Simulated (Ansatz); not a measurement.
Start from TiO$_{2}$ in the anatase structure (space group I4_1/amd, No. 141; a = 3.7698 Å, c = 9.5517 Å). Axes: x, y, z lie along a, b, c of the conventional cell.

All numbers come from PBEsol (Ansatz, a quantum-chemistry and plane-wave program; PAW; 420 eV plane waves; without spin-orbit coupling).

Base values:

```
Item                             Value
-----------------------------  -------
Shortest interatomic distance  1.928 Å
Band gap                       2.11 eV
```

Modification: the cell is stretched by 2.40 % along z with no lateral relaxation; the atoms relax in the strained cell.

### Question
What does the calculation give for the shortest interatomic distance, energy relative to the base, stress and band gap after the change?

### Answer
The shortest interatomic distance grows by 0.008 Å, from 1.928 Å to 1.936 Å; the energy increases by 3.9 meV/atom; the stress (xx, yy, zz, yz, xz, xy; compression positive) comes out as (-3.47, -3.47, -4.56, 0.00, 0.00, 0.00) GPa; the band gap increases by 0.068 eV, from 2.11 eV to 2.17 eV.

Stability against distortions was not tested. All final runs are without spin polarisation.
